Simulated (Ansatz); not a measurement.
# Element substitutions in hypothetical ReO3 type BiF3

Base system: BiF$_{3}$ in the ReO3 type structure (space group Pm-3m, No. 221; a hypothetical phase, not in the database extracts checked).

```yaml
crystal:
  lattice:
    - [4.56752, 0.00000, 0.00000]
    - [0.00000, 4.56752, 0.00000]
    - [0.00000, 0.00000, 4.56752]
  atoms:
    - { symbol: Bi, position: [0.00000, 0.00000, 0.00000] }
    - { symbol: F, position: [0.50000, 0.00000, 0.00000] }
    - { symbol: F, position: [0.00000, 0.00000, 0.50000] }
    - { symbol: F, position: [0.00000, 0.50000, 0.00000] }
```

Each row replaces one element on all its sites; cell and atoms are relaxed.

Levels (all Ansatz, a quantum-chemistry and plane-wave program, PAW): PBE (420 eV, no spin-orbit coupling); r2SCAN (500 eV, spin-orbit coupling left out).

The base cell above is that of PBE; each level relaxes its own structures.

```csv
case,"band gap, PBE","band gap, r2SCAN"
F → Br,0.80 eV,___
F → Cl,1.27 eV,1.49 eV
Bi → Tl,0.71 eV,___
Bi → As,1.33 eV,1.39 eV
```

What belongs in the blanks?


- F → Br, band gap, r2SCAN: 0.98 eV
- Bi → Tl, band gap, r2SCAN: 1.43 eV

PBE lies below r2SCAN in every row, by 0.05 eV to 0.72 eV. They disagree on the order of Bi → Tl and F → Br and of 2 more pairs.

Spin-orbit coupling, missing from the scalar runs, can matter with Bi and Tl. Stability against distortions was not tested. As relaxed here, BiBr3, BiCl3, TlF3 and AsF3 are hypothetical phases, not in the database extracts checked.
